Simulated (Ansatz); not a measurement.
Base system: BiFeO3 (space group R3m, No. 160; a = 5.424 Å, c = 6.867 Å (hexagonal axes); ferromagnetic; a cell from a computed database, its experimental status unchecked).

Calculations: Ansatz (a first-principles code) PBEsol, no SOC, earlier PAW set.

Before the change:

- Magnetic state = ferromagnetic
- Largest site moment = 2.50 μB
- Shortest interatomic distance = 3.618 bohr

Now apply this change: full substitution O → S, then cell and atoms are relaxed.

Tabulated Pauling electronegativity and covalent radius: O 3.44, 0.66 Å; S 2.58, 1.05 Å.

How does this affect the magnetic state?

The magnetic state stays ferromagnetic.

Predict the new largest site moment.

The largest site moment drops by 0.46 μB to 2.04 μB.

Predict the new shortest interatomic distance.

The shortest interatomic distance grows by 0.613 bohr (3.618 bohr → 4.231 bohr).

No phonon test of stability was made. As relaxed here, FeBiS3 is a hypothetical phase, not in the database extracts checked. No Hubbard U is applied and the magnetic state is the run's own (BiFeO3 ferromagnetic); small cells can't hold the antiferromagnetic order that many such compounds have, so gaps and moments can be off.
